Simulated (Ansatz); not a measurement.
Results of r²SCAN (Ansatz, a program for electronic structure, plane waves, PAW) for TiO2 (Pbca, No. 61).

Numerical settings: plane-wave cutoff 560 eV, 8×4×6 k mesh (along the axes of the cell as run), Fermi–Dirac smearing 0.01 eV, no spin polarisation, scalar-relativistic PAW data made under PBE.

Cell (relaxed with PBEsol):

```
TiO2
1.0
    5.11868     0.00000     0.00000
    0.00000     9.16995     0.00000
    0.00000     0.00000     5.43991
Ti O
8 16
Direct
  0.13796   0.37108   0.40486
  0.86204   0.62892   0.59514
  0.36204   0.62892   0.90486
  0.63796   0.37108   0.09514
  0.63796   0.12892   0.59514
  0.36204   0.87108   0.40486
  0.86204   0.87108   0.09514
  0.13796   0.12892   0.90486
  0.46468   0.26997   0.39070
  0.53532   0.73003   0.60930
  0.03532   0.73003   0.89070
  0.96468   0.26997   0.10930
  0.96468   0.23003   0.60930
  0.03532   0.76997   0.39070
  0.53532   0.76997   0.10930
  0.46468   0.23003   0.89070
  0.81575   0.01034   0.85154
  0.18425   0.98966   0.14846
  0.68425   0.98966   0.35154
  0.31575   0.01034   0.64846
  0.31575   0.48966   0.14846
  0.68425   0.51034   0.85154
  0.18425   0.51034   0.64846
  0.81575   0.48966   0.35154
```

**Question.** Estimate the band gap that the calculation returns.

**Answer.** 
band gap: 2.76 eV (direct)

Measured, for comparison: band gap 3.26 eV (temperature not stated, not corrected to a static lattice; as tabulated in Wikipedia's data pages). Computed (rounded) less measured: band gap -0.50 eV.

Note: cell and atoms aren't relaxed at this level (largest force component 0.03 eV/Å, pressure 1.9 GPa).
